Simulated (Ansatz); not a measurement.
Cells marked so need not be the phases stable at ambient conditions, and some may be hypothetical.

 Where the default PAW files enter, the runs use the earlier of Ansatz's two default sets.

The gap is the functional's own. No spin-orbit coupling. Mid-gap values are interpolated on the energy grid.

A. CsBe2BO3F2 (R32, not sure to be the ambient phase, 9 atoms a cell, 14.3 Å³ an atom, -3 GPa at this level), along the normal of (001)
B. CdHClO (P6_3mc, not sure to be the ambient phase, 8 atoms a cell, 15.1 Å³ an atom), along the normal of (001)
C. SiOs (P2_13, not sure to be the ambient phase, 8 atoms a cell, 13.5 Å³ an atom), along the normal of (110)

Question: Order them by mid-gap decay constant of the slowest evanescent state (highest first) at the level Ansatz (an electronic-structure program) with r2SCAN.

Answer: A (0.52 1/Å), B (0.30 1/Å), C (0.19 1/Å)
